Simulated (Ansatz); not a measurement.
Consider this model of amorphous Si$_{24}$O$_{51}$Al$_{2}$.

```xyz
77
Lattice="10.3102 -0.3662 0.1516 -0.3662 11.3748 0.1133 0.1516 0.1133 10.0725" Properties=species:S:1:pos:R:3 pbc="T T T"
Si     3.5595     0.7966     6.5096
Si     8.0890     8.7794     7.2343
Si     5.9253     3.0854     1.6498
Si     0.7802     2.4841     9.6437
Si     7.4636     1.3589     3.7277
Si     8.9129     6.0394     7.3799
Si     3.2352     9.6091     4.6447
Si     1.7087    11.2243     2.5270
Si     5.4579     8.1320     5.9518
Si     5.6697     8.0969     0.6689
Si     6.3000     2.5118     6.2408
Si     9.1622     9.1934     4.4590
Si     1.3681     5.7827     7.8207
Si     7.5264    10.3683     9.4727
Si    -0.3076    10.8979     0.5492
Si     3.6909     7.6942     8.5847
Si     6.8833     5.4165     5.0837
Si     9.6366     4.7938     9.9506
Si     1.7891    10.0715     8.2808
Si     6.3683     1.8198     9.1498
Si     3.5028     1.8571     0.4630
Si    10.2957     0.8828     4.3131
Si     1.1319     2.7380     6.6606
Si     7.2584     5.6820     1.8946
O      0.5251     2.1567     8.0592
O      9.1294     8.4947     6.0218
O      2.5133     8.2887     5.1923
O      0.6432    10.4232     9.3690
O      9.4153    10.7716     4.8783
O      2.7462    10.1580     3.1951
O      2.7128     8.9131     8.9879
O      2.8526     6.3803     8.0196
O      4.3351     2.7111     1.5863
O      0.7311     5.8974     9.3346
O      8.4051    10.1716     0.6677
O      6.1479     4.0212     5.5561
O      6.8307     7.0863     1.2273
O      7.1082     0.3811     9.1588
O      9.9413     3.1793     0.2263
O      4.8980     9.0819     4.6439
O      2.5347     2.0384     6.2729
O      3.1002     0.0268     7.8851
O      8.6836     5.2725     1.1611
O      4.7414     1.6572     9.3413
O      1.3574     4.3612     6.9985
O      6.6619     2.5857     2.9959
O      8.8001     4.8806     8.5204
O      6.7456    -0.0154     3.3134
O      0.1995     8.7216     4.0041
O      4.6331     7.3988     9.9006
O      1.4395     1.0200     3.4011
O      6.7748     2.6542     7.8032
O      4.9750     1.5782     6.3761
O      5.3087     9.0296     1.9330
O      8.4088    10.0801     8.1220
O      4.5159     8.1021     7.2424
O      6.4554     9.1587     9.5632
O      5.8498     6.6550     5.4106
O      7.3874     5.5972     3.5365
O      8.2423     5.5666     5.9955
O      1.0512     9.5525     6.9747
O      0.4106    10.4091     1.9229
O      9.0769     1.4608     3.3758
O      6.7651     2.5126     0.3725
O      2.3741     2.8020     9.9195
O      0.1657     2.3434     5.3963
O      6.7045     9.0341     6.4424
O      6.0170     4.6958     1.5439
O      2.9286     0.5192     1.1881
O      0.1326     1.1361     0.4585
O      7.3617     1.6749     5.3407
O      3.2516    10.9796     5.5209
O      0.2773     6.7377     6.8669
O      8.1992     7.3523     8.0407
O      7.7775     8.9366     3.6847
Al     6.2207     9.6473     3.2902
Al     0.7946     8.4116     5.6812
```

All values below come from PBE, scalar-relativistic without spin-orbit coupling (plane waves to 420 eV, PAW; Ansatz, a program for electronic structure).

It comes from a melt-quench run on a machine-learned potential (CHGNet), relaxed afterwards by DFT. O atoms were pushed apart under 1.9 Å during the dynamics, to hinder bonds among them. The hot cell started wider than the set density and was brought back towards it in steps. It is the lowest in DFT energy of 2 quenches. It is a model cell: composition and starting density were chosen by hand, and all elements were melted together. No dispersion term was used. Its density started from a set value of 2.24 and ended at 2.17 g/cm³. The simulated quench (nominally 400 K/ps over its main leg) is rapid and tends to freeze in more defects than a deposited or slowly cooled glass has. Values belong to this one cell and scatter from quench to quench. Volume and shape were free in the relaxation.

Neighbours within Si-Si 2.60 Å, Si-O 1.92 Å, Si-Al 2.55 Å, O-O 1.58 Å, O-Al 2.24 Å, Al-Al 2.66 Å count as bonded. Two cations that share two anions don't count as bonded, nor two that share one unless they lie closer than Si-Si 2.38 Å, Si-Al 2.48 Å, Al-Al 2.59 Å.

### Question
Give the coordination numbers, mean bond lengths and angles.

### Answer

| Quantity | Result |
|---|---|
| Mean coordination of Si by anions | 4.00 (24 with 4) |
| Mean coordination of O | 2.06 (48 with 2, 3 with 3) |
| Mean coordination of Al by anions | 4.50 (1 with 4, 1 with 5) |
| Mean Si-O bond | 1.637 Å (spread 0.028 Å, 96 counted) |
| Mean O-Al bond | 1.855 Å (spread 0.138 Å, 9 counted) |
| Bond angle at Si | mean 109.4°, spread 5.6° |
| Bond angle at O | mean 137.5°, spread 16.6° |
| Bond angle at Al | mean 107.3°, spread 21.2° |

### Question
Which atoms depart from the most common coordination of their element?

### Answer
O26 has 3 (Si2 1.62 Å, Si12 1.71 Å, Al77 2.03 Å); O40 has 3 (Si9 1.71 Å, Si7 1.74 Å, Al76 1.98 Å); O73 has 3 (Si13 1.74 Å, Si6 1.75 Å, Al77 2.12 Å); Al77 has 5 (O61 1.74 Å, O27 1.79 Å, O49 1.81 Å, O26 2.03 Å, O73 2.12 Å).

### Question
List the pairs of like atoms that count as bonded by the rules above.

### Answer
There are none by these rules.
